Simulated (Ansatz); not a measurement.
## Thermal expansion of Be2C (Fm-3m)

Method: quasi-harmonic approximation, Ansatz (a program for electronic structure), LDA functional, plane-wave PAW; phonon mesh 5×5×5, k mesh 10×10×10. The cell is a database entry relaxed within its symmetry; it need not be the phase found at ambient conditions. Dynamical quadrupoles are not included in the interpolation of the phonons between the solved wave vectors.

| T (K) | α_L (10⁻⁶/K) | C_P (J/mol/K) | bulk modulus B_T (GPa) | γ |
|---|---|---|---|---|
| 100 | 0.5 | 2.8 | 209 | 1.26 |
| 200 | 3.5 | 20.0 | 208 | 1.30 |
| 300 | 6.6 | 38.2 | 206 | 1.29 |
| 400 | 8.8 | 50.5 | 204 | 1.29 |
| 500 | 10.2 | 58.5 | 201 | 1.29 |
| 600 | 11.2 | 63.7 | 198 | 1.30 |
| 700 | 12.0 | 67.3 | 196 | 1.30 |
| 800 | 12.5 | 70.0 | 193 | 1.30 |
| 900 | 13.0 | 72.1 | 189 | 1.31 |
| 1000 | 13.5 | 73.7 | 186 | 1.31 |

```
Property                                         Result
---------------------------------------  --------------
conventional lattice constants at 300 K     a = 4.295 Å
entropy at 300 K                         19.1 J/(mol K)
adiabatic bulk modulus at 300 K                 208 GPa
bulk modulus without vibrations                 217 GPa
zero-point volume expansion                      1.70 %
```

Values include zero-point motion; explicit anharmonicity at fixed volume is left out.

The crystal is held in this phase throughout; melting and phase transitions are not modelled.

The PAW data sets were generated under PBE and serve the other functionals too.
